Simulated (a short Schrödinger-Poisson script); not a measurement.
Stack: MOS inversion layer, SiO2 on p-type Si(100), at 300 K.

From the gate side: 1.9 nm SiO2; 1100 nm Si, acceptors 1.4e17 cm⁻³.

Constants are typed, rounded textbook-type inputs, not results; the design itself was drawn at random and stands for no fabricated device. SiO2: permittivity 3.9, conduction-band edge (eV) 3.15, gap (eV) 9, electron mass (mₑ) 0.5. Si: permittivity 11.7, conduction-band edge (eV) 0, gap (eV) 1.124, Nv at 300 K (cm⁻³) 3.1e19.

Channel valleys (confinement mass, in-plane density-of-states mass, number): Δ2 0.916, 0.19, 2; Δ4 0.19, 0.417, 4. At the gate the conduction-band edge of layer 1 lies 3.39 eV − eVg above the Fermi level of the channel; the field vanishes at the back. Gaps are held at their typed values at every temperature. Mesh 0.03 nm at interfaces.

From a short Schrödinger-Poisson script (our own, NumPy): 1D Poisson equation in equilibrium, electrons quantum, Hartree (BenDaniel-Duke, 12 states a valley, the channel's in-plane mass for all, wave functions ending at the dielectric), parabolic valleys, classical holes, full ionisation, no traps, pinning or gate leakage.

```tsv
Vg (V)	electrons (cm⁻²)	C (μF/cm²)	Δ2 E0 (meV from the Fermi level)	Δ4 E0 (meV from the Fermi level)
0.2	3.63e9	0.131	203.9	242.3
0.3	8.62e10	0.437	120.6	161.1
0.4	5.11e11	0.965	71.8	116.5
0.5	1.18e12	1.18	46.9	96.7
0.6	1.95e12	1.28	30.6	85.5
0.7	2.76e12	1.34	18.3	78.0
0.8	3.62e12	1.38	8.3	72.5
0.9	4.49e12	1.41	-0.4	68.2
1	5.38e12	1.43	-8.1	64.6
1.1	6.28e12	1.45	-15.2	61.5
1.2	7.19e12	1.47	-21.7	58.8
1.3	8.11e12	1.48	-27.9	56.4
1.4	9.03e12	1.49	-33.8	54.1
1.5	9.96e12	1.50	-39.5	52.0
1.6	1.09e13	1.50	-45.0	50.0
1.7	1.18e13	1.51	-50.3	48.2
1.8	1.28e13	1.52	-55.5	46.4
```

Gate voltages with under 1e9 electrons/cm² are left out.

### Question
At Vg = 1.8 V the lowest Δ2 subband lies at -55.5 meV from the Fermi level. How many electrons does it hold, and what share of all?

### Answer
The two-dimensional density of states is g m/(πħ²) = 1.59e11 cm⁻² meV⁻¹ (both spins), kT = 25.9 meV, so n = D kT ln(1 + exp(−E/kT)) = 9.27e12 cm⁻², 0.72 of the 1.28e13 cm⁻² in all.

### Question
Compare the slope of the sheet density between 1.6 and 1.8 V with the geometric capacitance of the layers between gate and channel.

### Answer
q Δn/ΔV = 1.52 μF/cm²; ε0/Σ(t/ε) = 1.82 μF/cm². The ratio is 0.84: the channel acts as a further capacitance in series.
